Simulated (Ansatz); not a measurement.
This Ansatz (a program for electronic structure) input is the reference run, WS$_{2}$ in the 2H-MoS2 type structure (space group P6_3/mmc, No. 194; layered, stacked along the Cartesian z axis), computed with PBEsol-D3(BJ) in Ansatz (plane waves to 420 eV, PAW, no spin-orbit coupling), earlier PAW set:

Ansatz 0.2 input:
```yaml
crystal:
  lattice:
    - [3.1148918341, 0, 0]
    - [-1.557445917, 2.6975754583, 0]
    - [0, 0, 11.7733221371]
  atoms:
    - { symbol: W, position: [0.3333333333, 0.6666666667, 0.25] }
    - { symbol: W, position: [0.6666666667, 0.3333333333, 0.75] }
    - { symbol: S, position: [0.3333333333, 0.6666666667, 0.616458904] }
    - { symbol: S, position: [0.6666666667, 0.3333333333, 0.116458904] }
    - { symbol: S, position: [0.6666666667, 0.3333333333, 0.383541096] }
    - { symbol: S, position: [0.3333333333, 0.6666666667, 0.883541096] }
basis: { ecutwfc: 420, ecutrho_ratio: 4, xc_grid: 2, fft_grid_basis: typed }
kpoints: { mp_grid: { grid: [12, 12, 3] } }
hamiltonian:
  xc: pbesol
  dispersion: d3bj
  pseudopotentials: { azcp: { folder: ./paw }, kind: paw }
scf: { occupations: { method: fermi_dirac, width: 0.05 }, convergence: { dr2_threshold: 0.0000000006 } }
output: { forces: true, stress: true }
```

Task: Write the input for this change: uniaxial stress, 5 GPa compression along x; all other stress components relax to zero.

Result: 
Ansatz 0.2 input:
```yaml
crystal:
  lattice:
    - [3.1148918341, 0, 0]
    - [-1.557445917, 2.6975754584, 0]
    - [0, 0, 11.7733221371]
  atoms:
    - { symbol: W, position: [0.3333333333, 0.6666666667, 0.25] }
    - { symbol: W, position: [0.6666666667, 0.3333333333, 0.75] }
    - { symbol: S, position: [0.3333333333, 0.6666666667, 0.616458904] }
    - { symbol: S, position: [0.6666666667, 0.3333333333, 0.116458904] }
    - { symbol: S, position: [0.6666666667, 0.3333333333, 0.383541096] }
    - { symbol: S, position: [0.3333333333, 0.6666666667, 0.883541096] }
basis: { ecutwfc: 420, ecutrho_ratio: 4, xc_grid: 2, fft_grid_basis: typed }
kpoints: { mp_grid: { grid: [12, 12, 3] } }
hamiltonian:
  xc: pbesol
  dispersion: d3bj
  pseudopotentials: { azcp: { folder: ./paw }, kind: paw }
scf: { occupations: { method: fermi_dirac, width: 0.05 } }
relax: { f_tol: 0.005, max_steps: 50, cell: { stress_tol: 0.01, sigma_target: [5, 0, 0, 0, 0, 0] } }
output: { forces: true, stress: true }
checkpoint: { write: state.ck, write_every: 1000 }
```
This is the input that was run.

Load acts through the strain it causes; cell and atoms are relaxed under it. sigma_target is in GPa, compression positive, in the order xx, yy, zz, yz, xz, xy. Stability under load was not tested beyond the relaxation.
